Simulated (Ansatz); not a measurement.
Results of PBEsol-D3(BJ) (plane waves, PAW; Ansatz, an electronic-structure program) for CsCl-type RuAl.

Input file:

Ansatz 0.2 input:
```yaml
crystal:
  lattice:
    - [2.948934127, 0.0, 0.0]
    - [0.0, 2.948934127, 0.0]
    - [0.0, 0.0, 2.948934127]
  atoms:
    - { symbol: Al, position: [0.5, 0.5, 0.5] }
    - { symbol: Ru, position: [0.0, 0.0, 0.0] }
basis:
  ecutwfc: 520
  ecutrho_ratio: 4
  xc_grid: 2
kpoints:
  mp_grid: { grid: [18, 18, 18] }
hamiltonian:
  xc: pbesol
  dispersion: d3bj
  pseudopotentials: { kind: paw }
scf:
  occupations: { method: fermi_dirac, width: 0.05 }
  convergence: { dr2_threshold: 0.0000000002 }
output:
  forces: true
  stress: true
  eigenvalues: true
```

The run printed, among other lines:

```
Crystal: 2 atoms, lattice volume = 25.645 Å³
Basis set: ecut = 520 eV, 739 PW (Γ), exchange–correlation on 48×48×48 points (8 copies of the dense FFT grid, shifted against one another)
Bands: 14, of which v1, the nominal top of the filled ones, is band 10 counted from 1 (9 counted from 0)
Symmetry: 48 space group operations
Space group: Pm-3m (ITA 221), of the structure as read, at distance tolerance 2.9e-5 Å
k-points: 220 of 5832
Functional: x = pbesol(κ = 0.804, μ = 0.12345679012345678), c = pbesol(β = 0.046)
SCF iter   1: F=—  HF=-6343.326813 eV  |F-HF|=—  |Δ(HF+E_count)|=         —  Δρ=9.36e-3  dr2=2.54e-2
SCF iter   2: F=—  HF=-6343.322882 eV  |F-HF|=—  |Δ(HF+E_count)|=   3.93e-3  Δρ=5.29e-3  dr2=9.16e-3
  ...
SCF iter   6: F=—  HF=-6343.320792 eV  |F-HF|=—  |Δ(HF+E_count)|=   3.87e-7  Δρ=1.25e-6  dr2=1.96e-10
SCF iter   7: F=-6343.320792 eV  HF=-6343.320792 eV  |F-HF|=1.82e-12  |Δ(HF+E_count)|=  4.73e-11  Δρ=1.29e-7  dr2=6.70e-13
SCF 1 converged in 7 iterations: F = -6343.320792 eV  dr2 = 6.70e-13
SCF converged after 7 iterations
Free energy (F): -6343.320792 eV
Internal energy: -6343.309254 eV  (E = F + TS)
E sigma→0 (E₀):  -6343.315023 eV
Fermi energy:    16.845300 eV
--- Forces (eV/Å), atoms counted from 1 ---
  atom   1  Al     0.00000000     0.00000000     0.00000000
  atom   2  Ru    -0.00000000     0.00000000    -0.00000000
--- Stress (GPa, compression-positive) ---
       -0.000209       0.000000       0.000000
        0.000000      -0.000209       0.000000
       -0.000000       0.000000      -0.000209
  P = ⅓ Tr σ = -0.0002 GPa (-0.002 kbar)
```

The PAW data were made under PBE.

Computing time: about 4 core-seconds (a rough figure).
